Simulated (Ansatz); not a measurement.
Consider the following.

```xyz
3
Lattice="3.0606 0.0000 0.0000 -1.5303 2.6505 0.0000 0.0000 0.0000 3.4010" Properties=species:S:1:pos:R:3 pbc="T T T"
Zr     0.0000     0.0000     0.0000
B      1.5303     0.8835     1.7005
B      0.0000     1.7670     1.7005
```

No spin polarisation.

Method: Kohn–Sham DFT with the PBEsol functional, run in Ansatz (an electronic-structure program) with PAW and 420 eV plane waves, no SOC. Settings: 21×21×17 k-points, 0.1 eV Fermi–Dirac smearing.

**Question.** Predict the band gap.

**Answer.** Zero.

**Question.** Estimate the pressure (mean of the normal stresses, compression positive).

**Answer.** 27.3 GPa.

**Question.** What space group does the calculation give?

**Answer.** P6/mmm (No. 191).

The cells carry an imposed strain or load. Stability against distortions was not tested. The final runs are not spin-polarised. The cell was made from ZrB2 (space group P6/mmm, No. 191) by this change: isotropic strain −3.00 %.
